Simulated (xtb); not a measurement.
xtb 6.7.1, GFN2-xTB: Sr(OMe)(amdMe)(OH2)2 (C[O][Sr]1(<-[OH2])(<-[OH2])[N](C)C(C)=[N]->1C), 27 atoms. The geometry is a generated start, not checked to be a minimum at this level.

```json
{
 "run_flags": "--grad",
 "method": "GFN2-xTB",
 "--acc": "1 (default)",
 "--etemp (K)": "300 (default)",
 "basis_functions": "66",
 "valence_electrons": "66"
}
```

```xyz
27

Sr    -0.8586    -0.2336    -0.4107
O     -2.4091    -1.5904     0.0184
C     -3.4331    -2.5142    -0.1187
H     -4.4048    -2.0092    -0.2452
H     -3.2817    -3.1632    -0.9906
H     -3.5072    -3.1647     0.7671
C      2.9885     1.4636    -0.5956
C      1.6439     0.7760    -0.5173
N      0.9199     0.8125     0.5736
C      1.3489     1.5110     1.7571
N      1.1648     0.1015    -1.5398
C      1.9386    -0.0424    -2.7495
H      3.1687     1.8404    -1.5982
H      3.7735     0.7511    -0.3465
H      3.0350     2.2930     0.1028
H      0.6324     1.2869     2.5480
H      2.3426     1.1919     2.0934
H      1.3622     2.5989     1.6096
H      1.4166    -0.7340    -3.4083
H      2.0518     0.9112    -3.2838
H      2.9386    -0.4476    -2.5507
O     -2.7261     1.0052     0.4562
H     -2.5215     1.0058     1.3974
H     -2.9726     0.0625     0.3130
O     -1.5404    -0.8558     2.3531
H     -1.0525    -1.5685     2.7720
H     -2.0186    -1.2878     1.5931
```

One run each on 1 thread. Values of broydamp tried: 0.02, 0.05, 0.1, 0.2, 0.4 (default), 0.6, 0.8, 1.

Task: Which value of broydamp needs the fewest SCC iterations, and what happens away from it?

Result: Fewest SCC iterations: 0.2 with 18. The count rises to 39 at 1. All converge to one solution.

```
broydamp       SCC iterations            end
-------------  --------------  -------------
0.02                       32  same solution
0.05                       25  same solution
0.1                        20  same solution
0.2                        18  same solution
0.4 (default)              26  same solution
0.6                        25  same solution
0.8                        31  same solution
1                          39  same solution
```
